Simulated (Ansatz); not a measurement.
Structures of equal composition on the (117) surface of germanium: 3 pairs of surface atoms bonded, H on all but both atoms of one pair (paired Ge at depth 0.0 Å); 3 pairs of surface atoms bonded, H on all but both atoms of one pair (paired Ge at depth 0.6 Å). The slabs share one bottom face, and each structure is named by its start. These are constructed structures in small cells; real faces may alloy, dewet or reconstruct in larger ones, and not all known structures of the face are among them. Slabs of about 14 Å with all that they carry, Fermi-Dirac smearing of 0.025 eV. Bottom of the slabs: built like the top, H on every dangling bond, free. Relaxed from the named starts with such symmetry as they have, on meshes of like density; energies extrapolated to zero smearing; no spin-orbit coupling, no U. Spin-polarised runs, if any, are marked in brackets, and their order is one that fits the cell; the others ran without spin. Where a second, spin-polarised start was run, the lower counts.

These are PBE (plane waves to 420 eV, PAW; Ansatz, a first-principles code) values and carry that method's errors.

Q: Rank these by energy per 1x1 cell (lowest first), as PBE gives it.

A: 3 pairs of surface atoms bonded, H on all but both atoms of one pair (paired Ge at depth 0.0 Å) (0.000 eV, gap 0.54 eV on the mesh), 3 pairs of surface atoms bonded, H on all but both atoms of one pair (paired Ge at depth 0.6 Å) (0.032 eV, gap 0.61 eV on the mesh)
